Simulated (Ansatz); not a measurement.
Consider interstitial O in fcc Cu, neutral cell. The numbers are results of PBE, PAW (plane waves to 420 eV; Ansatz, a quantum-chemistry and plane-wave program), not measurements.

Cell of 32 host sites held at the relaxed PBE lattice; a 3×3×3 k-point mesh shifted by half a step; Fermi-Dirac width 0.10 eV, spin-restricted; finite-size errors left in. Static, classical nuclei. Sites that were not tried may lie lower.

Barriers: single points on a 5×5×5 k-point mesh shifted by half a step at the bands' geometries (they differ from the bands' own by up to 0.05 eV, and are uncertain by about as much).

The step: O moves alone to another site. Atoms about the jump, Cartesian Å from the middle of the jump, before and after:

```csv
atom,x0,y0,z0,x1,y1,z1
O1,0.45,0.46,0.46,-0.45,-0.46,-0.46
Cu2,0.46,-1.54,0.46,0.61,-1.53,0.62
Cu3,0.46,0.46,-1.54,0.61,0.62,-1.53
Cu4,-1.54,0.46,0.46,-1.53,0.61,0.61
Cu5,-1.38,-1.38,-1.37,-1.53,-1.53,-1.53
Cu6,2.45,0.46,0.46,2.29,0.46,0.46
Cu7,0.45,2.45,0.46,0.46,2.30,0.46
Cu8,0.45,0.46,2.45,0.46,0.46,2.30
Cu9,2.29,-1.38,-1.37,2.29,-1.38,-1.37
Cu10,-1.38,2.29,-1.37,-1.38,2.30,-1.37
Cu11,-1.38,-1.38,2.29,-1.38,-1.38,2.30
Cu12,-3.18,0.46,-1.39,-3.21,0.46,-1.37
Cu13,0.46,-3.17,-1.39,0.46,-3.21,-1.37
Cu14,-1.40,-3.17,0.46,-1.38,-3.21,0.46
Cu15,0.46,-1.40,-3.17,0.46,-1.38,-3.21
Cu16,-1.40,0.46,-3.17,-1.38,0.46,-3.21
Cu17,-3.17,-1.39,0.46,-3.21,-1.38,0.46
Cu18,2.29,2.29,-1.37,2.30,2.30,-1.37
Cu19,-1.38,2.29,2.29,-1.38,2.30,2.30
Cu20,2.29,-1.38,2.29,2.30,-1.37,2.30
```

### Question
Predict the transition state.

### Answer

| atom | x | y | z |
|---|---|---|---|
| O1 | -0.04 | -0.04 | -0.04 |
| Cu2 | 0.58 | -1.67 | 0.58 |
| Cu3 | 0.58 | 0.58 | -1.68 |
| Cu4 | -1.67 | 0.58 | 0.58 |
| Cu5 | -1.34 | -1.34 | -1.34 |
| Cu6 | 2.30 | 0.45 | 0.45 |
| Cu7 | 0.45 | 2.31 | 0.45 |
| Cu8 | 0.45 | 0.45 | 2.31 |
| Cu9 | 2.28 | -1.39 | -1.39 |
| Cu10 | -1.39 | 2.28 | -1.39 |
| Cu11 | -1.39 | -1.39 | 2.28 |
| Cu12 | -3.22 | 0.45 | -1.39 |
| Cu13 | 0.45 | -3.22 | -1.39 |
| Cu14 | -1.39 | -3.22 | 0.45 |
| Cu15 | 0.45 | -1.39 | -3.22 |
| Cu16 | -1.40 | 0.45 | -3.22 |
| Cu17 | -3.22 | -1.39 | 0.45 |
| Cu18 | 2.30 | 2.30 | -1.39 |
| Cu19 | -1.39 | 2.30 | 2.30 |
| Cu20 | 2.30 | -1.39 | 2.30 |
It lies 0.47 eV above the start and 0.20 eV above the end. The saddle point's order was not checked, and it lies on a symmetry element of the cell, where a band can be held.
